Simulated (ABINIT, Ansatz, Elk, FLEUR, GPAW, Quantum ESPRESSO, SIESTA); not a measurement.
Code comparison for InP (F-43m, 2 atoms in the cell)

Self-consistent single point.

```yaml
crystal:
  lattice:
    - [0.00000, 2.93500, 2.93500]
    - [2.93500, 0.00000, 2.93500]
    - [2.93500, 2.93500, 0.00000]
  atoms:
    - { symbol: In, position: [0.00000, 0.00000, 0.00000] }
    - { symbol: P, position: [0.25000, 0.25000, 0.25000] }
```

Shared settings, as Ansatz (an electronic-structure program) writes them: kpoints.mp_grid.grid = 5 5 5; scf.occupations.method = fermi_dirac; scf.occupations.width = 0.02 eV. Potentials and cutoffs stand in the table.

| code | model | pressure (GPa) | gap on the mesh (eV) | cutoff |
|---|---|---|---|---|
| Quantum ESPRESSO | PBE, SSSP 1.1.2 efficiency (PBE) pseudopotentials | 3.08 | 0.687 | 55 Ry |
| ABINIT | PBE, norm-conserving pseudopotentials (PseudoDojo nc-sr-05 PBE standard) | 3.10 | 0.681 | 35 Ha |
| Ansatz | PBE, default PAW files | 2.99 | 0.685 | 420 eV |
| FLEUR | PBE, all-electron FLAPW (FLEUR), scalar-relativistic valence | – | 0.684 | Kmax 4.6 1/bohr |
| GPAW | PBE, GPAW PAW datasets PBE (gpaw-data 1.0.1) | 2.74 | 0.681 | 600 eV |
| Elk | PBE, all-electron FP-LAPW, Elk's shipped species files, APW+lo basis with extra local orbitals | – | 0.679 | rgkmax 8 |
| SIESTA | GGA PBE, numerical atomic orbitals DZP, PseudoDojo PBE standard norm-conserving potentials (rewritten from UPF to PSML) | 2.72 | 0.871 | grid 350 Ry |

A dash marks a value that a program does not give, or that is left out as unsure.

Gaps are read on the mesh.

The spread over the programs that give each value: pressure within 0.38 GPa; gap on the mesh within 0.192 eV.

SIESTA uses small atom-centred bases, whose incompleteness enters pressures, forces and empty levels differently from a plane-wave cutoff. FLEUR and Elk treat all electrons, but the usual bases taken here (sphere radii, linearisation, local orbitals, empty states) were not tested for convergence, so the values are no reference for the others. Ansatz's pressure is given at a fixed set of plane waves, as the other plane-wave codes print theirs; with its correction for the finite basis it is 3.03 GPa. In the gap, SIESTA (by 0.188) lies more than 0.12 eV from the median of the plane-wave programs.

On the base mesh (7 7 7) the same programs gave: Ansatz pressure 2.95 GPa, gap on the mesh 0.690 eV; Quantum ESPRESSO pressure 3.04 GPa, gap on the mesh 0.691 eV; ABINIT pressure 3.06 GPa, gap on the mesh 0.685 eV; GPAW pressure 2.71 GPa, gap on the mesh 0.685 eV; Elk gap on the mesh 0.684 eV; FLEUR gap on the mesh 0.689 eV; SIESTA pressure 2.68 GPa, gap on the mesh 0.876 eV.

The starting cell has typed, rounded lattice constants, without a prior relaxation at this level.

Left out of this page: CP2K (on another mesh).

Keys are those of Ansatz 0.2.
